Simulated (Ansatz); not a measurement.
Structure of amorphous Si$_{24}$O$_{48}$Zn (periodic cell):

```xyz
73
Lattice="10.3063 0.0000 0.0000 0.0000 10.3063 0.0000 0.0000 0.0000 10.3063" Properties=species:S:1:pos:R:3 pbc="T T T"
Si     5.4844     5.1062     4.8932
Si     7.2047     6.3638     8.5333
Si     9.6232     7.4202     9.1452
Si     1.7360     8.4778    10.2398
Si     7.3771     9.1397     9.6039
Si     3.1676     5.8449    10.0193
Si     0.5759     5.1192     3.4549
Si    10.0285     3.5390     6.0812
Si     3.1999     1.0674    10.0727
Si     4.8171     7.9426     4.1592
Si     6.1317     0.5900     3.9762
Si     8.1688     5.4016     0.6292
Si     5.7143     1.0301     8.3441
Si     1.7895     1.7611     5.1648
Si     4.6934     5.2568     7.4908
Si     9.7967     2.9289     1.3454
Si     3.5788     2.4518     7.4685
Si     6.9555     2.6018     6.2309
Si     3.6709     5.6628     2.6472
Si     0.0640     8.1083     2.6768
Si     1.1963     3.5004     9.0442
Si     2.3225     9.2996     4.3668
Si     3.3542     1.2580     2.8060
Si     8.3700     0.1214     1.9384
O      8.5146     3.8269     0.9849
O      0.2215     3.7710     2.5572
O      1.9876     0.1786     5.4506
O      6.6033    10.0102     8.4603
O      2.6366     2.6882     6.2151
O      6.6862     1.1908     5.4062
O      0.9564     8.5322     3.9778
O      2.1337     5.4942     3.2065
O      0.3959     3.6620     7.6319
O      7.4668     6.1821     1.8090
O      0.4251     2.8461    10.2836
O      4.0975     6.1231     8.7261
O      8.9705     8.9189     9.3531
O      7.4010     0.8190     3.0118
O      6.6780     7.6721     9.4076
O      0.1853     4.7476     5.0432
O      2.4178     9.9588     9.8959
O      4.7979     1.1433     9.7351
O      4.1822     7.2291     2.7951
O      4.3806     3.7136     8.0426
O      4.8743     1.4490     3.3407
O     10.0783     6.4970     2.9669
O      8.4309     3.3182     6.2083
O      6.2430     5.8004     7.3725
O      9.0588     9.0872     2.5909
O      0.2435     2.1380     5.4186
O      5.7014     9.3231     3.9896
O      2.8614     7.3639     0.1964
O      5.7681     6.8474     4.8536
O      0.8817     7.8695     8.9616
O      9.4856     6.3231     0.0663
O      4.1388     5.3803     5.9956
O      4.4264     1.0760     7.2839
O      2.3193     2.1636     3.6837
O      9.4515     1.3398     1.6040
O      1.9410     4.8692     9.4580
O      7.2637     5.1444     9.5925
O      2.9059    10.0033     2.9888
O      6.7212     2.2056     7.8322
O      3.0703     1.6851     1.2467
O      7.3669     9.9685     0.7056
O      4.6100     4.6835     3.5242
O      3.4695     8.3675     5.0255
O      0.8422     8.5112     1.2866
O      5.8340     3.6214     5.6928
O      8.7155     6.7439     7.9340
O      3.7469     5.1606     1.0720
O      2.4795     2.1954     8.8610
Zn     7.3780     5.3946     3.5166
```

These are PBE, scalar-relativistic without spin-orbit coupling (plane waves to 420 eV, PAW; Ansatz, a program for electronic structure) values and carry that method's errors. The usual formal charges leave 2 electrons over, so the level spacing at the Fermi energy parts defect or band states and needn't be the band gap.

It comes from a melt-quench run on a machine-learned potential (CHGNet), relaxed afterwards by DFT. O atoms were pushed apart under 1.9 Å during the dynamics, to hinder bonds among them. The hot cell started wider than the set density and was brought back towards it in steps. It is the lowest in DFT energy of 2 quenches. It is a model cell: composition and starting density were chosen by hand, and all elements were melted together. No dispersion term was used. Its density started from a set value of 2.28 and ended at 2.29 g/cm³. The simulated quench (nominally 320 K/ps over its main leg) is rapid and tends to freeze in more defects than a deposited or slowly cooled glass has. A cell of this size samples the disorder only roughly. The volume was free in the relaxation, at fixed shape. Stress components on the final sampling reach 2.9 GPa. On a 2×2×2 Γ-centred mesh force components of up to 0.14 eV/Å stay, since the relaxation ran on the zone centre alone.

Bonds are counted up to Si-Si 2.60 Å, Si-O 1.98 Å, Si-Zn 2.56 Å, O-O 1.58 Å, O-Zn 2.26 Å, Zn-Zn 2.68 Å. Two cations that share two anions don't count as bonded, nor two that share one unless they lie closer than Si-Si 2.38 Å, Si-Zn 2.49 Å, Zn-Zn 2.61 Å.

**Question.** Give the coordination numbers, mean bond lengths and angles.

**Answer.** 
```
Item                                                                                        Value
---------------------------------  --------------------------------------------------------------
Mean coordination of Si by anions  4.00 (24 with 4); 1 close contacts or bonds to cations besides
Mean coordination of O                                                 2.02 (47 with 2, 1 with 3)
Mean coordination of Zn by anions   1.00 (1 with 1); 1 close contacts or bonds to cations besides
Mean Si-O bond                                               1.647 Å (spread 0.043 Å, 96 counted)
Bond angle at Si                                                         mean 109.3°, spread 9.0°
Bond angle at O                                                         mean 136.0°, spread 15.7°
```

**Question.** Which atoms depart from the most common coordination of their element?

**Answer.** Si1 has 5 (O66 1.68 Å, O69 1.72 Å, O56 1.76 Å, O53 1.76 Å, Zn73 2.36 Å); O72 has 3 (Si17 1.79 Å, Si9 1.81 Å, Si21 1.84 Å).

**Question.** List the pairs of like atoms that count as bonded by the rules above.

**Answer.** There are none by these rules.

**Question.** What Bader charges do the atoms carry, from a run on the zone centre alone?

**Answer.** Means (range): Si +3.25 e (+2.80 to +3.29), O -1.64 e (-1.66 to -1.48), Zn +0.45 e (+0.45 to +0.45).
```tsv
atom	charge (e)
Si1	+2.80
Si2	+3.26
Si3	+3.25
Si4	+3.29
Si5	+3.28
Si6	+3.28
Si7	+3.28
Si8	+3.28
Si9	+3.26
Si10	+3.26
Si11	+3.29
Si12	+3.25
Si13	+3.27
Si14	+3.28
Si15	+3.27
Si16	+3.29
Si17	+3.25
Si18	+3.27
Si19	+3.27
Si20	+3.29
Si21	+3.26
Si22	+3.28
Si23	+3.28
Si24	+3.28
O25	-1.65
O26	-1.65
O27	-1.64
O28	-1.64
O29	-1.64
O30	-1.64
O31	-1.64
O32	-1.65
O33	-1.63
O34	-1.48
O35	-1.64
O36	-1.64
O37	-1.64
O38	-1.64
O39	-1.63
O40	-1.64
O41	-1.64
O42	-1.62
O43	-1.64
O44	-1.64
O45	-1.64
O46	-1.64
O47	-1.65
O48	-1.64
O49	-1.64
O50	-1.64
O51	-1.65
O52	-1.64
O53	-1.62
O54	-1.63
O55	-1.65
O56	-1.62
O57	-1.63
O58	-1.64
O59	-1.64
O60	-1.64
O61	-1.64
O62	-1.65
O63	-1.63
O64	-1.63
O65	-1.64
O66	-1.63
O67	-1.64
O68	-1.65
O69	-1.64
O70	-1.63
O71	-1.63
O72	-1.66
Zn73	+0.45
```
